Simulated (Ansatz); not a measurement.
Consider a 20-atom supercell of WC (space group P-6m2, No. 187; a = 2.8985 Å, c = 2.8277 Å) at its relaxed geometry.

The values are results of Kohn–Sham DFT with the PBEsol functional, run in Ansatz (a program for electronic structure) with PAW and 420 eV plane waves, no spin-orbit coupling, not measurements.

Base values:

Pressure: 0.0 GPa

Now apply this change: a neutral W on a C site (antisite), atoms relaxed at fixed cell, starting from a slightly rattled geometry.

Tabulated Pauling electronegativity and covalent radius: C 2.55, 0.76 Å; W 2.36, 1.62 Å.

Task: How does this affect the largest displacement of a host atom from its site in the perfect cell, pressure and shift of the substituted atom off its lattice site?

Result: The largest displacement of a host atom from its site in the perfect cell amounts to 0.30 Å; the pressure goes from zero to 33.4 GPa; the shift of the substituted atom off its lattice site comes out as 0.84 Å.

In so small a cell the defect repeats every few ångströms: this is an ordered compound, not a dilute defect. The final runs are not spin-polarised. The defect cell is not spin-polarised.
